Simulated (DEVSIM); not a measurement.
**Schottky contact on n-type β-Ga2O3**

Structure: Schottky contact on n-type β-Ga2O3, at 300 K.

```csv
layer (left to right),material,thickness (μm),Nd (cm⁻³),τn (s),τp (s)
1,β-Ga2O3,7.90,2e16,2.5e-8,2.5e-8
```

Left contact: Schottky, work function 4.93 eV, emission velocity 2e6 cm/s. Right contact: ohmic. Voltage is applied to the left contact. Recombination: SRH at mid-gap, radiative. Mobility is μmin + (μ − μmin)/(1 + (N/Nref)^α).

The device is made up for the run: typed textbook-type constants, with dimensions and the other settings drawn at random. Values at 300 K.

| parameter | β-Ga2O3 |
|---|---|
| gap (eV) | 4.8 |
| affinity (eV) | 4 |
| permittivity | 10 |
| Nc (cm⁻³) | 3.7e18 |
| Nv (cm⁻³) | 5e20 |
| μn (cm²/Vs) | 160 |
| μp (cm²/Vs) | 1 |
| μn,min | 20 |
| μp,min | 0.1 |
| Nref,n | 1e18 |
| Nref,p | 1e18 |
| αn | 0.8 |
| αp | 0.8 |
| B (cm³/s) | 1e-12 |

Model (solved in DEVSIM): 1D drift-diffusion, Boltzmann statistics, complete ionisation; no tunnelling, impact ionisation, image-force lowering or self-heating. Metal contacts follow the ideal Schottky-Mott rule: no Fermi-level pinning, no interface dipoles.

```yaml
potential_step_across_the_device_at_zero_bias: 0.795 V
largest_field_in_the_device_at_zero_bias: 74000 V/cm
Dark forward voltage at 1 A/cm²: 0.579 V
Dark forward voltage at 100 A/cm²: 0.862 V
```

Small-signal capacitance in reverse bias (quasi-static):

| V (V) | C (nF/cm²) |
|---|---|
| -0.04 | 41.9 |
| -0.1 | 40.4 |
| -0.2 | 38.3 |
| -0.3 | 36.4 |
| -0.4 | 34.8 |
| -0.6 | 32.2 |
| -0.8 | 30.1 |
| -1 | 28.3 |
| -1.3 | 26.2 |
| -1.6 | 24.5 |
| -2 | 22.6 |

Dark forward current:

```tsv
V (V)	J (A/cm²)
0.05	1.4e-9
0.10	1.1e-8
0.20	5.4e-7
0.25	3.7e-6
0.35	0.00017
0.40	0.0012
0.50	0.054
0.55	0.36
0.65	9.1
0.70	24
0.75	45
0.85	94
0.90	120
1.00	180
1.05	210
1.15	260
1.20	290
1.30	350
1.35	380
1.40	410
1.50	470
1.55	500
1.65	560
1.70	590
1.80	660
1.85	690
1.95	750
2.00	780
```
